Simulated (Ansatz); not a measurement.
# Carrier properties of TiO₂ under load (space group P4_2/mnm)

Consider the following.

```yaml
crystal:
  lattice:
    - [4.55196, 0.00000, 0.00000]
    - [0.00000, 4.55196, 0.00000]
    - [0.00000, 0.00000, 2.92725]
  atoms:
    - { symbol: Ti, position: [0.50000, 0.50000, 0.00000] }
    - { symbol: Ti, position: [0.00000, 0.00000, 0.50000] }
    - { symbol: O, position: [0.69628, 0.69628, 0.50000] }
    - { symbol: O, position: [0.30372, 0.30372, 0.50000] }
    - { symbol: O, position: [0.80372, 0.19628, 0.00000] }
    - { symbol: O, position: [0.19628, 0.80372, 0.00000] }
```

Method: PBEsol with spin-orbit coupling, rigid bands (plane waves, PAW; Ansatz, a program for electronic structure). Condition of this run: hydrostatic pressure 5 GPa (the target of the relaxation). Cell: cell and atoms relaxed with PBEsol, then loaded as said.

```
Item                                                                                                                                                               Value
---------------------------------------------------------------------------------------------------------------------------------------  -------------------------------
band gap                                                                                                                                                         1.89 eV
electron conductivity mass (300 K, dilute)                                                                                               1.09 (x), 1.09 (y), 0.84 (z) mₑ
hole conductivity mass (300 K, dilute)                                                                                                    1.88 (x), 1.88 (y), 2.7 (z) mₑ
effective density of states N_c (300 K)                                                                                                                      9.9e19 cm⁻³
effective density of states N_v (300 K)                                                                                                                      9.1e19 cm⁻³
density-of-states mass, electrons                                                                                                                                 2.5 mₑ
density-of-states mass, holes                                                                                                                                     2.4 mₑ
Seebeck coefficient, n-type 1e19 cm⁻³, 300 K                                                                                                                   -511 μV/K
Seebeck coefficient, p-type 1e19 cm⁻³, 300 K                                                                                                                    401 μV/K
best p-type power factor at 300 K for τ = 10 fs (best axis; densities from 1e16 to 1e21 cm⁻³ tried, whether or not they can be reached)      7.1 μW/(cm·K²) at 3e20 cm⁻³
```

Rigid bands; masses and Seebeck coefficients take one relaxation time τ for all states and one kind of carrier; polarons and phonon drag are left out.
